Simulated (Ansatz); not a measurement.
# HfN, pressure series

The parent structure is HfN in the rock salt structure (space group Fm-3m, No. 225; a = 4.5259 Å).

Cell and atoms are relaxed at each pressure.

Calculations: r2SCAN/PAW in Ansatz (a first-principles code), no SOC, earlier PAW set.

Notes on the quantities. enthalpy: H = E + PV relative to the base's energy.

| variant | shortest interatomic distance | enthalpy |
|---|---|---|
| base | 2.263 Å | – |
| pressure −2 GPa | 2.268 Å | -0.15 eV/atom |
| pressure −1 GPa | 2.266 Å | -0.07 eV/atom |
| pressure 3 GPa | 2.255 Å | +0.22 eV/atom |
| pressure 7 GPa | 2.245 Å | +0.50 eV/atom |
| pressure 15 GPa | 2.227 Å | +1.06 eV/atom |
| pressure 30 GPa | 2.197 Å | +2.07 eV/atom |
| pressure 50 GPa | 2.164 Å | +3.36 eV/atom |
| pressure 75 GPa | 2.130 Å | +4.91 eV/atom |
| pressure 100 GPa | 2.101 Å | +6.38 eV/atom |

Load acts through the strain it causes; cell and atoms are relaxed under it. No phonon test of stability was made. Competing high-pressure phases were not computed. All final runs are without spin polarisation. An odd electron count without spin: HfN.
